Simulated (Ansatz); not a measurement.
A periodic model of amorphous In9Ga9Zn9O39Lu2:

```
Ga9In9Lu2Zn9O39
1.0
    9.14931     0.10726    -0.00004
    0.10726     9.75909    -0.23084
   -0.00004    -0.23084     9.69208
In Ga Zn O Lu
9 9 9 39 2
Direct
  0.19001   0.76067   0.65721
  0.75577   0.12673   0.48963
  0.22653   0.33710   0.12477
  0.19108   0.94922   0.15080
  0.51449   0.61606   0.71512
  0.30227   0.02531   0.85384
  0.82343   0.73057   0.61176
  0.89652   0.42967   0.30699
  0.07137   0.18540   0.68269
  0.30997   0.45227   0.48312
  0.49796   0.27014   0.66609
  0.05017   0.94377   0.44246
  0.55847   0.35624   0.30425
  0.84193   0.40972   0.64404
  0.58870   0.45496   0.96898
  0.16350   0.63976   0.30512
  0.56080   0.67269   0.35042
  0.35235   0.12884   0.43720
  0.85307   0.77797   0.21543
  0.85679   0.11448   0.17508
  0.54058   0.91966   0.64045
  0.70503   0.09365   0.82803
  0.31996   0.65129   0.02134
  0.51263   0.15329   0.10260
  0.93283   0.27545   0.95132
  0.93605   0.90579   0.87705
  0.23919   0.41628   0.81266
  0.63648   0.79952   0.23381
  0.70738   0.25902   0.67227
  0.84044   0.77867   0.00780
  0.40508   0.98763   0.05329
  0.21308   0.23196   0.90909
  0.87904   0.53008   0.50521
  0.50763   0.38585   0.50027
  0.99858   0.39052   0.77766
  0.47671   0.36197   0.09531
  0.69814   0.88425   0.78378
  0.73280   0.24049   0.30633
  0.97469   0.60902   0.20875
  0.91954   0.10721   0.83448
  0.66253   0.51356   0.28080
  0.53108   0.06092   0.50067
  0.37114   0.61026   0.38061
  0.94712   0.24766   0.51513
  0.69945   0.07066   0.04301
  0.99570   0.72726   0.76018
  0.21432   0.01977   0.35805
  0.51774   0.64333   0.95838
  0.49178   0.11420   0.77847
  0.16849   0.44033   0.33315
  0.60053   0.72858   0.53909
  0.86258   0.93712   0.52166
  0.25124   0.74889   0.17876
  0.96507   0.95459   0.24814
  0.39672   0.22529   0.27942
  0.17428   0.51368   0.98925
  0.39005   0.81562   0.74771
  0.78447   0.42785   0.99647
  0.00032   0.27223   0.14863
  0.74337   0.56563   0.75088
  0.27959   0.55155   0.65589
  0.47332   0.41492   0.80492
  0.09587   0.75440   0.45703
  0.16347   0.98778   0.63436
  0.28469   0.25861   0.58252
  0.13810   0.91451   0.94515
  0.61510   0.84977   0.01350
  0.93624   0.58504   0.93572
```

Methods: PBE, scalar-relativistic without spin-orbit coupling (Ansatz, a quantum-chemistry and plane-wave program); r2SCAN, scalar-relativistic without spin-orbit coupling (Ansatz); HSE06, scalar-relativistic without spin-orbit coupling (Ansatz). Neutral PBE cell, which sets geometry, pressure and energy: sampling: a 2×2×2 Γ-centred mesh; Fermi-Dirac width 0.02 eV; no spin polarisation. Exact exchange is cut at the faces of this 9 Å cell, which leaves hybrid gaps a finite-size error.

Preparation: random packing, a CHGNet melt and quench, and a DFT relaxation. O atoms were pushed apart under 1.9 Å during the dynamics, to hinder bonds among them. The hot cell started wider than the set density and was brought back towards it in steps. It is the lowest in DFT energy of 2 quenches. It is a model cell: composition and starting density were chosen by hand, and all elements were melted together. No dispersion term was used. Its density started from a set value of 6.19 and ended at 6.19 g/cm³. The simulated quench (nominally 260 K/ps over its main leg) is rapid and tends to freeze in more defects than a deposited or slowly cooled glass has. One small periodic cell is one sample of the glass; other quenches scatter about these values. The volume was held where the preparation left it and the shape relaxed.

Q: Give the pressure and the spacing of the highest filled and lowest empty levels.

A: 
| Property | Result |
|---|---|
| Pressure on a 2×2×2 Γ-centred mesh | -0.18 GPa |
| Largest force and stress component on that mesh (the relaxation ran on the zone centre alone) | 0.06 eV/Å and 0.3 GPa |
| Gap on a 2×2×2 Γ-centred mesh (PBE) | 0.80 eV |
| Gap at the zone centre (PBE) | 0.80 eV |
| Gap at the zone centre (r2SCAN) | 1.23 eV |
| Gap at the zone centre (HSE06) | 2.30 eV |
| Distance between the nearest levels spread over more than a fifth of the atoms or a third of the atoms of their main element (six at least) (PBE, zone centre) | 0.80 eV |

Q: At PBE and the zone centre, how localised are the states just below and above the Fermi level (participation number: the atoms over which a state spreads)?

A: The highest filled state is spread over 14.0 atoms' worth, largest on O37, with weights by element (charge in smoothed Voronoi cells) O 0.79, Zn 0.18, In 0.01. The lowest empty state is spread over 59.0 atoms' worth, largest on In3, with weights by element (charge in smoothed Voronoi cells) O 0.52, In 0.22, Zn 0.13.

Bonds are counted up to In-In 3.12 Å, In-Ga 2.90 Å, In-Zn 2.90 Å, In-O 2.66 Å, In-Lu 3.62 Å, Ga-Ga 2.68 Å, Ga-Zn 2.68 Å, Ga-O 2.34 Å, Ga-Lu 3.40 Å, Zn-Zn 2.68 Å, Zn-O 2.46 Å, Zn-Lu 3.40 Å, O-O 1.58 Å, O-Lu 2.78 Å, Lu-Lu 4.11 Å. Two cations that share two anions don't count as bonded, nor two that share one unless they lie closer than In-In 3.04 Å, In-Ga 2.82 Å, In-Zn 2.82 Å, In-Lu 3.52 Å, Ga-Ga 2.61 Å, Ga-Zn 2.61 Å, Ga-Lu 3.31 Å, Zn-Zn 2.61 Å, Zn-Lu 3.31 Å, Lu-Lu 4.00 Å.

Added carriers, by PBE, scalar-relativistic without spin-orbit coupling (Ansatz) on the zone centre alone. Charged cells keep the cell fixed and stand in a uniform background, with no image correction, at a width of 0.01 eV; where the count is odd the moment is locked at 1 μB, unless the neutral cell bore moments. Each starts from the undistorted neutral geometry alone. PBE's self-interaction favours spread-out carriers, so it can miss traps that a hybrid finds.

Q: What happens at PBE when the cell takes an extra electron and the atoms relax?

A: Relaxation lowers the charged cell by 0.02 eV. The largest moves are Zn23 0.03 Å, O32 0.02 Å, O34 0.02 Å, In4 0.02 Å. The level that holds the added charge spreads over 58.3 atoms' worth, most on In3 (weight 0.05): a carrier spread over the cell. No bond crosses its cut-off with a change of over 0.15 Å (metal-metal contacts aside). Made neutral again at that geometry, the cell lies +0.01 eV from the neutral start.

Q: What happens at PBE when the cell takes a hole and the atoms relax?

A: Relaxation lowers the charged cell by 0.17 eV. The largest moves are In7 0.35 Å, O43 0.32 Å, In8 0.26 Å, O37 0.21 Å. The level that was emptied spreads over 11.9 atoms' worth, most on O37 (weight 0.20): a partly localised carrier. Bonds broken: In7-O37, In8-O50. Bonds formed: In7-O63. Made neutral again at that geometry, the cell lies +0.19 eV from the neutral start (a closed shell was imposed there, with levels 0.32 eV apart, so this is an upper bound).
